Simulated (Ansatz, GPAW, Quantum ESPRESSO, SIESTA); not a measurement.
**Mg₆SiW (Amm2, 8 atoms in the cell) computed with different codes at matched settings**

Self-consistent single point.

```
CELL_PARAMETERS angstrom
      5.05425     0.00000     0.00000
      0.00000     2.80920     5.34788
      0.00000    -2.80920     5.34788
ATOMIC_POSITIONS crystal
  Mg 0.50000 0.67384 0.17240
  Mg 0.50000 0.17240 0.67384
  Mg 0.00000 0.82349 0.33915
  Mg 0.00000 0.33915 0.82349
  Mg 0.00000 0.32376 0.32376
  Mg 0.00000 0.82171 0.82171
  Si 0.50000 0.17035 0.17035
  W  0.50000 0.67529 0.67529
```

Shared settings, as Ansatz (a first-principles code) writes them: kpoints.mp_grid.grid = 5 6 6; scf.occupations.method = fermi_dirac; scf.occupations.width = 0.1 eV. Potentials and cutoffs stand in the table.

| code | model | pressure (GPa) | largest force (eV/Å) | cutoff |
|---|---|---|---|---|
| GPAW | PBEsol, GPAW PAW datasets PBEsol (made by gpaw-setup) | -1.54 | 0.076 | 800 eV |
| Quantum ESPRESSO | PBEsol, GBRV 1.5 ultrasoft (PBESOL) pseudopotentials | -1.96 | 0.076 | 40 Ry |
| SIESTA | GGA PBEsol, numerical atomic orbitals DZP, PseudoDojo PBEsol standard norm-conserving potentials (rewritten from UPF to PSML) | 1.12 | – | grid 350 Ry |
| Ansatz | PBEsol, PAW files made with PBE | -1.59 | 0.076 | 420 eV |

Size of the force on each atom (eV/Å): Sizes of forces hide their directions.

```
code                Mg1    Mg2    Mg3    Mg4    Mg5    Mg6    Si7     W8
----------------  -----  -----  -----  -----  -----  -----  -----  -----
GPAW              0.023  0.023  0.014  0.014  0.076  0.019  0.049  0.014
Quantum ESPRESSO  0.022  0.022  0.017  0.017  0.076  0.023  0.049  0.013
Ansatz            0.022  0.022  0.016  0.016  0.076  0.022  0.049  0.014
```

A dash marks a value that a program does not give, or that is left out as unsure.

On Ansatz's run: spin-orbit coupling is off. Spin polarisation is off.

The spread over the programs that give each value: pressure within 3.08 GPa; largest force within 0.000 eV/Å.

SIESTA uses small atom-centred bases, whose incompleteness enters pressures, forces and empty levels differently from a plane-wave cutoff. Ansatz's pressure is given at a fixed set of plane waves, as the other plane-wave codes print theirs. In the pressure, SIESTA (by 2.71) lies more than 1 GPa from the median of the plane-wave programs.

On the base mesh (3 3 3) the same programs gave: Ansatz pressure -1.58 GPa; Quantum ESPRESSO pressure -1.96 GPa; GPAW pressure -1.53 GPa; SIESTA pressure 1.11 GPa.

The starting cell comes from a database of computed structures (which also holds hypothetical and non-ambient phases and stackings), without a prior relaxation at this level.

Left out of this page: CP2K (unsound by tests on forces, stress, charge or solver warnings).

Keys are those of Ansatz 0.2.
